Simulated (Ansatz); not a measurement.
Given:

```
CELL_PARAMETERS angstrom
      4.48539     0.00000     0.00000
      0.00000     4.48539     0.00000
      0.00000     0.00000     4.48539
ATOMIC_POSITIONS crystal
  V  0.25000 0.00000 0.50000
  V  0.75000 0.00000 0.50000
  V  0.00000 0.50000 0.25000
  V  0.00000 0.50000 0.75000
  V  0.50000 0.25000 0.00000
  V  0.50000 0.75000 0.00000
  Si 0.00000 0.00000 0.00000
  Si 0.50000 0.50000 0.50000
```

No spin polarisation.

Method: Kohn–Sham DFT with the PBEsol functional, run in Ansatz (a quantum-chemistry and plane-wave program) with PAW and 420 eV plane waves, without spin-orbit coupling. k-mesh 10×10×10 (Γ-centred); smearing 0.05 eV (Fermi–Dirac).

Predict the band gap and pressure.

The band gap is zero and the pressure is 27.7 GPa.

The cells carry an imposed strain or load. Whether these cells are dynamically stable was not tested. All final runs are without spin polarisation. The cell was made from V$_{3}$Si in the A15 (Cr3Si type) structure (space group Pm-3n, No. 223) by this change: isotropic strain −3.53 %.
